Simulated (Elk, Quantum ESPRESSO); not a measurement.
# Equation of state of bcc Nb (space group 229): energy against volume (Elk, PBE)

```
Nb
1.0
   -1.62066     1.62066     1.62066
    1.62066    -1.62066     1.62066
    1.62066     1.62066    -1.62066
Nb
1
Direct
  0.00000   0.00000   0.00000
```

Computed with Elk with PBE, all-electron FP-LAPW, Elk's shipped species files, APW+lo basis with extra local orbitals. Settings: xctype = 20; rgkmax = 9.12; swidth = 0.00183747 Ha; ngridk = 25 25 25; gmaxvr = 14 1/bohr; nxlo = 2; lorbcnd = true; rmtscf = 0.96; lmaxi = 3; maxscl = 100; sphere radii = {Nb: 2.496} bohr. The cell above is the first row's. The rows scale it uniformly. In all rows the k mesh is held. E is the free energy at the stated smearing, counted from the lowest row.

```
V (Å^3/atom)  E (meV/atom)
------------  ------------
17.027               46.16
17.397               21.39
17.767                6.29
18.137                0.00
18.508                1.75
18.878               10.84
19.248               26.61
19.618               48.43
19.988                   ?
```

Taking the third-order Birch-Murnaghan form, a cubic in V^(-2/3) for E over the 8 complete rows: With u = V^(-2/3) - 0.144, the rows have u = 0.007092, 0.004942, 0.002867, 0.000863, -0.001080, -0.002953, -0.004767, -0.006523. Least squares gives E = -0.176 - 680.70·u + 1028149·u² - 1530214·u³. Residuals (row less fit): -0.003, 0.004, 0.003, -0.001, -0.010, 0.001, 0.011, -0.006; standard error 0.009 (degrees of freedom: 4). Its minimum lies at u = 0.000331, so V0 = (0.144331)^(-3/2) = 18.24. There d²E/du² = 2053000 and d³E/du³ = -9181000, so B0 = (4/9) × 18.24^(-7/3) × 2053000 × 0.160218 = 167 GPa (the last factor turns the table's units into GPa), and B0' = 4 + (2/3) × 0.144331 × (-9181000)/2053000 = 3.6.

### Question
What does the fit predict for E at V = 19.988, and how far is the calculated value from it?

### Answer
u = -0.008225, so E = -0.176 - 680.70 × (-0.008225) + 1028149 × (-0.008225)² - 1530214 × (-0.008225)³ = 75.829 meV/atom. The calculation gives 75.78 meV/atom, 0.049 meV/atom below the prediction (0.1 % of the range of E in the table). The row lies outside the fitted rows, so this is an extrapolation. From the scatter of the fitted rows alone, a prediction at this place has a standard error of 0.021 meV/atom, so the miss is 2.3 times that.

Carrying the step between the two nearest rows on in a straight line would have given 70.25, off by 5.53; series whose last step already gives the withheld value aren't shown. The scan was laid around a cell of about the measured size, scaled by a guess for this functional. A plane-wave scan with the same functional (Quantum ESPRESSO, GBRV) gives V0 = 18.12 Å^3/atom and B0 = 170 GPa; a Birch-Murnaghan fit to all rows here lies 0.6 % from it in V0 and -2 % in B0; the two differ in basis, and may differ in potentials and mesh. Spin polarisation is off. Values depend on the basis (sphere radii, cutoffs, local orbitals), which need not be converged. Sphere radii are the same in all rows. Cutoffs and mesh are single choices, not tested for convergence of this quantity. Series with a scatter that would blur these digits, or in which a gap closes, are not shown. Nor are scans whose minimum lies at an end fitted in this form.
